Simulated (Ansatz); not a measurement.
Consider Ga2O3 in the corundum structure (space group R-3c, No. 167).

```yaml
crystal:
  lattice:
    - [2.47497, 1.42892, 4.43525]
    - [-2.47497, 1.42892, 4.43525]
    - [0.00000, -2.85785, 4.43525]
  atoms:
    - { symbol: Ga, position: [0.64424, 0.64424, 0.64424] }
    - { symbol: Ga, position: [0.14424, 0.14424, 0.14424] }
    - { symbol: Ga, position: [0.35576, 0.35576, 0.35576] }
    - { symbol: Ga, position: [0.85576, 0.85576, 0.85576] }
    - { symbol: O, position: [0.75000, 0.44721, 0.05279] }
    - { symbol: O, position: [0.05279, 0.75000, 0.44721] }
    - { symbol: O, position: [0.25000, 0.55279, 0.94721] }
    - { symbol: O, position: [0.55279, 0.94721, 0.25000] }
    - { symbol: O, position: [0.94721, 0.25000, 0.55279] }
    - { symbol: O, position: [0.44721, 0.05279, 0.75000] }
```

Cartesian axes are those of the cell as printed.

Computed with Ansatz (a program for electronic structure), LDA, PAW, cutoff 420 eV, without spin-orbit coupling.

Before the change:

```
Quantity    Value
--------  -------
Band gap  3.04 eV
```

It is then changed as follows: the cell is stretched by 3.00 % along z with no lateral relaxation; the atoms relax in the strained cell.

Q: Estimate the effect on the largest internal atomic displacement, band gap and energy relative to the base.

A: The largest internal atomic displacement comes out as 0.015 Å; the band gap drops by 0.314 eV, from 3.04 eV to 2.72 eV; the energy goes up by 9.5 meV/atom.

No phonon test of stability was made.
